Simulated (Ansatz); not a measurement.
Base system: NaCl in the rock salt structure (space group Fm-3m, No. 225; a = 5.601 Å).

Calculations: plane-wave PAW DFT at the PBEsol level (Ansatz, a first-principles code, 420 eV), scalar-relativistic without spin-orbit coupling.

One change was made to it. Results:

```csv
quantity,base,after
lattice parameter a,5.601 Å,5.554 Å
electron mass,0.39 mₑ (at Γ),0.39 mₑ (at Γ)
width of the top valence band,0.80 eV,0.83 eV
```

Which change produced these results?
A. pressure 1.5 GPa
B. pressure 0.7 GPa
C. pressure 0.3 GPa

B, pressure 0.7 GPa. For comparison, the lattice parameter a in the other runs: pressure 0.3 GPa gives 5.581 Å; pressure 1.5 GPa gives 5.506 Å.

The levels and masses belong to the bands next to the band gap. Load acts through the strain it causes; cell and atoms are relaxed under it. Masses are band curvatures over ±0.01 Å⁻¹ around the edge. Whether these cells are dynamically stable was not tested.
